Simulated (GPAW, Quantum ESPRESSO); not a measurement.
A Quantum ESPRESSO input for a self-consistent single point of YScO₂ (R-3m, 4 atoms in the cell) (DFT, PBEsol, plane waves, PseudoDojo standard norm-conserving (PBESOL) pseudopotentials):

```fortran
&CONTROL
    calculation = 'scf'
    prefix = 'pwscf'
    outdir = './tmp'
    pseudo_dir = './'
    tprnfor = .true.
    tstress = .true.
/
&SYSTEM
    ibrav = 5
    celldm(1) = 12.230326133
    celldm(4) = 0.84645151921
    nat = 4
    ntyp = 3
    ecutwfc = 85
    occupations = 'smearing'
    smearing = 'fd'
    degauss = 0.0073499
/
&ELECTRONS
    conv_thr = 1e-10
    mixing_beta = 0.4
/
ATOMIC_SPECIES
Y     88.9058  Y.upf
Sc    44.9559  Sc.upf
O     15.9990  O.upf
ATOMIC_POSITIONS {bohr}
Y     0.000000000    0.000000000   17.381170826
Sc    0.000000000    0.000000000    0.000000000
O     0.000000000    0.000000000    3.823127573
O     0.000000000    0.000000000   30.939214080
K_POINTS {automatic}
9 9 9  0 0 0
```

Task: Write the same calculation as an input for GPAW.

Result: One input that does it (others would too):

```python
from ase import Atoms
from ase.units import GPa
from gpaw import GPAW, PW, FermiDirac

atoms = Atoms(['Y', 'Sc', 'O', 'O'],
              cell=[[1.793275, 1.035348, 6.131813],
                    [-1.793275, 1.035348, 6.131813],
                    [0.000000, -2.070696, 6.131813]],
              scaled_positions=[[0.500000, 0.500000, 0.500000],
                                [0.000000, 0.000000, 0.000000],
                                [0.109979, 0.109979, 0.109979],
                                [0.890021, 0.890021, 0.890021]],
              pbc=True)

calc = GPAW(mode=PW(950),
            xc='PBEsol',
            kpts=(9, 9, 9),
            occupations=FermiDirac(0.1),
            nbands=-10,
            convergence={'forces': 0.001},
            symmetry={'symmorphic': False, 'tolerance': 0.0005},
            maxiter=120,
            txt='-')

atoms.calc = calc

energy = atoms.get_potential_energy()
print('Energy (eV):', round(energy, 6))
forces = atoms.get_forces()
print('Forces (eV/Ang):')
print(forces.round(5))
stress = atoms.get_stress()
print('Stress (GPa, Voigt):', (stress / GPa).round(4))
```

Basis settings and potentials, where a program has them, do not carry over. This input uses DFT PBEsol, plane waves, GPAW PAW datasets PBEsol (made by gpaw-setup).

The starting cell comes from a database of computed structures (which also holds hypothetical and non-ambient phases and stackings), without a prior relaxation at this level.
